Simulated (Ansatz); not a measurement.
The parent structure is ZnGeP2 in the chalcopyrite structure (space group I-42d, No. 122; a = 5.3740 Å, c = 10.6255 Å). Axes: x, y, z lie along a, b, c of the conventional cell.

Level of theory: LDA/PAW in Ansatz (a first-principles code), no spin-orbit coupling.

For the base:

The band gap is 1.00 eV and the smallest direct gap is 1.18 eV. The valence-band top at Γ comes out as 0.00, -0.07, -0.07 eV and the shortest interatomic distance is 2.317 Å.

Now apply this change: tensor shear ε_xz = +0.40 % (engineering shear γ = 0.0080); the atoms relax in the strained cell.

What happens to the stress?

The stress (xx, yy, zz, yz, xz, xy; compression positive) comes out as (0.00, -0.01, 0.00, 0.00, -0.56, 0.00) GPa.

How does this affect the band gap?

The band gap shrinks by 0.020 eV (1.00 eV → 0.99 eV).

How does this affect the smallest direct gap?

The smallest direct gap shrinks by 0.015 eV (1.18 eV → 1.16 eV).

What does the calculation give for the valence-band top at Γ after the change?

The valence-band top at Γ (three highest levels, from the VBM) goes from 0.00, -0.07, -0.07 eV to 0.00, -0.08, -0.09 eV.

What happens to the shortest interatomic distance?

The shortest interatomic distance decreases by 0.003 Å (2.317 Å → 2.314 Å).

No phonon test of stability was made.
